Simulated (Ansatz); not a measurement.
# Al under a change: Li interstitial (started 2.00 Å from the nearest host atom)

The reference is an 8-atom supercell of Al in the fcc (Cu type) structure (space group Fm-3m, No. 225; a = 3.992 Å) at its relaxed geometry.

It is then changed as follows: a neutral Li interstitial (started 2.00 Å from the nearest host atom), atoms relaxed at fixed cell, starting from a slightly rattled geometry.

Method: r2SCAN (Ansatz, a first-principles code, PAW, scalar-relativistic without spin-orbit coupling). Γ-centred 7×7×7 mesh, Fermi–Dirac width 0.05 eV.

```tsv
quantity	base	changed	shift
pressure	-0.3 GPa	14.5 GPa	+14.8 GPa
final site of the added atom	–	6 Al at 2.15 Å (octahedral)	–
```

In so small a cell the defect repeats every few ångströms: this is an ordered compound, not a dilute defect. The defect cell is not spin-polarised.
